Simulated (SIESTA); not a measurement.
SIESTA run on ScGa5Fe (P4/mmm, 7 atoms in the cell): self-consistent single point.

Method of the run: GGA PBEsol, numerical atomic orbitals DZP, PseudoDojo PBEsol standard norm-conserving potentials (rewritten from UPF to PSML) (SIESTA).

```
CELL_PARAMETERS angstrom
      4.11746     0.00000     0.00000
      0.00000     4.11746     0.00000
      0.00000     0.00000     6.60474
ATOMIC_POSITIONS crystal
  Sc 0.00000 0.00000 0.00000
  Ga 0.00000 0.50000 0.30604
  Ga 0.00000 0.50000 0.69396
  Ga 0.50000 0.00000 0.30604
  Ga 0.50000 0.00000 0.69396
  Ga 0.50000 0.50000 0.00000
  Fe 0.00000 0.00000 0.50000
```

Reference input (self-consistent single point, DFT, GGA PBEsol, numerical atomic orbitals DZP, PseudoDojo PBEsol standard norm-conserving potentials (rewritten from UPF to PSML)): XC.functional = GGA; XC.authors = PBEsol; potentials = PseudoDojo PBEsol standard; PAO.BasisSize = DZP; PAO.EnergyShift = 0.005 Ry; MeshCutoff = 400 Ry; kgrid.MonkhorstPack = 5 5 3; OccupationFunction = MP; OccupationMPOrder = 0; ElectronicTemperature = 200 meV; MaxSCFIterations = 150; SCF.Mixer.Method = Broyden. This run's input differs from it in these lines:

```diff
@@ -34,5 +34,5 @@
 %block kgrid.MonkhorstPack
-    5   0   0  0.0
-    0   5   0  0.0
-    0   0   3  0.0
+    6   0   0  0.0
+    0   6   0  0.0
+    0   0   4  0.0
 %endblock kgrid.MonkhorstPack
```

Output, abridged:

```
        iscf     Eharris(eV)        E_KS(eV)     FreeEng(eV)     dDmax    Ef(eV) dHmax(eV)
   scf:    1   -15077.039283   -15108.385106   -15108.444717  1.810023 -5.066199  7.305326
   scf:    2   -15086.184959   -15102.970297   -15103.012825  0.341677 -5.566919 16.540878
   scf:    3   -15111.123724   -15109.824613   -15109.882452  0.197482 -5.312117  2.088334
   scf:    4   -15109.986530   -15110.055077   -15110.117013  0.309804 -5.306620  2.396949
   scf:    5   -15110.210670   -15110.191072   -15110.253558  0.133196 -5.390806  0.126110
   [... 12 lines left out ...]
   scf:   18   -15110.192893   -15110.192898   -15110.255086  0.000140 -5.395720  0.003795
   scf:   19   -15110.192900   -15110.192899   -15110.255086  0.000075 -5.395815  0.001155
   scf:   20   -15110.192898   -15110.192899   -15110.255086  0.000024 -5.395786  0.000462
   scf:   21   -15110.192899   -15110.192899   -15110.255086  0.000008 -5.395797  0.000078
SCF Convergence by DM+H criterion
max |DM_out - DM_in|         :     0.0000077788
max |H_out - H_in|      (eV) :     0.0000779620
SCF cycle converged after 21 iterations

Using DM_out to compute the final energy and forces

siesta: E_KS(eV) =           -15110.1929

siesta: E_KS - E_eggbox =    -15110.1929

siesta: Atomic forces (eV/Ang):
     1   -0.000000   -0.000000   -0.000000
     2   -0.000000    0.000000   -0.172367
     3   -0.000000   -0.000000    0.172367
     4    0.000000   -0.000000   -0.172367
     5    0.000000    0.000000    0.172367
     6    0.000000   -0.000000    0.000000
     7   -0.000000   -0.000000    0.000000
   Tot   -0.000000    0.000000   -0.000000
   Max    0.172367
   Res    0.075227    sqrt( Sum f_i^2 / 3N )
   Max    0.172367    constrained

   [... lines left out ...]
siesta: FreeEng =    -15110.255086
   [... lines left out ...]
siesta:     0.005200    0.000000    0.000000
siesta:     0.000000    0.005200    0.000000
siesta:     0.000000    0.000000    0.002295

siesta: Cell volume =        111.973249 Ang**3

siesta: Pressure (static):
siesta:                Solid            Molecule  Units
siesta:          -0.00004609         -0.00007473  Ry/Bohr**3
siesta:          -0.00423183         -0.00686117  eV/Ang**3
siesta:          -6.78014413        -10.99279945  kBar
```

The run converged in 21 iterations. Against the reference run the free energy rises by 2.0 meV/atom, the pressure moves little (-0.66 to -0.68 GPa) and the largest force goes from 0.213 to 0.172 eV/Å.

The starting cell comes from a database of computed structures (which also holds hypothetical and non-ambient phases and stackings), without a prior relaxation at this level. Its lattice was rescaled by a random factor within 2.5 % of one. Spin polarisation is off. Values carry the incompleteness of an atom-centred basis.

Cost on one core of a shared machine: roughly 3 min.
